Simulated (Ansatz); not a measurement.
PbO2 in the rutile structure (space group P4_2/mnm, No. 136)

```xyz
6
Lattice="4.9983 0.0000 0.0000 0.0000 4.9983 0.0000 0.0000 0.0000 3.4115" Properties=species:S:1:pos:R:3 pbc="T T T"
Pb     0.0000     0.0000     0.0000
Pb     2.4991     2.4991     1.7057
O      1.5376     1.5376     0.0000
O      4.0367     0.9616     1.7057
O      0.9616     4.0367     1.7057
O      3.4607     3.4607     0.0000
```

The values are results of Ansatz (a program for electronic structure) PBEsol, without spin-orbit coupling, not measurements. Γ-centred 7×7×10 mesh, Fermi–Dirac width 0.05 eV.

| Item | Value |
|---|---|
| Volume per atom | 14.20 Å³ |
| Density | 9.32 g/cm³ |
| Band gap | zero |
| Total energy | -4291.379 eV/atom (σ→0; compares only within this code and set-up) |

Spin-orbit coupling, missing from the scalar runs, can matter with Pb. No phonon test of stability was made. All final runs are without spin polarisation. Gaps under 0.05 eV, about the width of the smearing, are given as zero. A zero or small gap of PbO2 can be the functional's error rather than a property of the material.
